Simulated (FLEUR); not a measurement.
Input and output of a self-consistent single point for CaS (Fm-3m, 2 atoms in the cell) (FLEUR).

Method: PBE, all-electron FLAPW (FLEUR), scalar-relativistic valence.

```
CELL_PARAMETERS angstrom
      0.00000     2.84500     2.84500
      2.84500     0.00000     2.84500
      2.84500     2.84500     0.00000
ATOMIC_POSITIONS crystal
  Ca 0.00000 0.00000 0.00000
  S  0.50000 0.50000 0.50000
```

Reference input (self-consistent single point, DFT, PBE, all-electron FLAPW (FLEUR), scalar-relativistic valence): Kmax = 4.1 1/bohr; GmaxXC = 12.3 1/bohr; xcFunctional = pbe; jspins = 1; l_soc = F; mode = hist; fermiSmearingEnergy = 0.00073499 Htr; mesh (inpgen div1-3) = 10 10 10; inpgen gamma flag = true; Gmax = 12.3 1/bohr; numbands = 0; maxIterBroyd = 40. This run's input differs from it in these lines:

```diff
@@ -14,3 +14,3 @@
 &comp jspins=1 /
-&kpt div1=10 div2=10 div3=10 gamma=t /
+&kpt div1=4 div2=4 div3=4 gamma=t /
 &end /
```

Log, with long lists cut:

```
 Iteration:     1   Distance:       6.01171680 me/bohr^3
 Iteration:     2   Distance:       5.41134345 me/bohr^3
 Iteration:     3   Distance:       2.40942571 me/bohr^3
 Iteration:     4   Distance:       0.89731840 me/bohr^3
 Iteration:     5   Distance:       0.60484229 me/bohr^3
   [... 5 lines left out ...]
 Iteration:    11   Distance:       0.00159547 me/bohr^3
 Iteration:    12   Distance:       0.00024517 me/bohr^3
 Iteration:    13   Distance:       0.00006100 me/bohr^3
 Iteration:    14   Distance:       0.00000988 me/bohr^3
 Run finished successfully
 Stop message:
   Structural relaxation: Done

[file out, last iteration]
             iter=     15
[...]
          total density-effective poten   -1.7047287749E+03
          total charge density-energy d   -6.1895752448E+01
 Updated energy parameters for spin:           1
[...]
 fermi energy and band-weighting factors:

[...]
FERMIE:
          first approx. to ef    (T=0)  :   0.163141 htr   (energy of the highest occ. eigenvalue)
          number of occ. states  (T=0)  :         64
          first approx. to seigv (T=0)  :  -5.851187 htr
          sum of weights of occ. states :   8.000000
          sum of semicore charge        :   0.000000 e
FERHIS:  Fermi-Energy by histogram:
          bandgap                     :   0.086559 htr
   [... lines left out ...]
          charge neutrality (T=0)     :   0.000000    (zero if the highest occ. eigenvalue is "entirely" occupied)
 Direct bandgap for spin            1 :   0.11624814362566607       Htr
 ---->    free energy=                     -1079.7549856554 htr
   [... lines left out ...]
      extrapolation for T->0
 ---->    total electron energy=           -1079.7549856554 htr
 ***** TOTAL FORCES ON ATOMS *****
 TOTAL FORCE FOR ATOM TYPE=  1  X=  0.000   Y=  0.000   Z=  0.000
                       FX_TOT= 0.000000 FY_TOT= 0.000000 FZ_TOT= 0.000000
 TOTAL FORCE FOR ATOM TYPE=  2  X=  5.376   Y=  5.376   Z=  5.376
                       FX_TOT= 0.000000 FY_TOT= 0.000000 FZ_TOT= 0.000000
 Structural relaxation: Done
```

The run converged in 14 iterations. FLEUR gives forces in its relaxation mode, with a further iteration, so its stop message speaks of a relaxation. Against the reference run the free energy rises by 5.6 meV/atom and the gap on the mesh hardly changes (2.364 to 2.355 eV).

The starting cell has typed, rounded lattice constants, without a prior relaxation at this level. Values depend on the basis (sphere radii, cutoffs, local orbitals), which need not be converged.
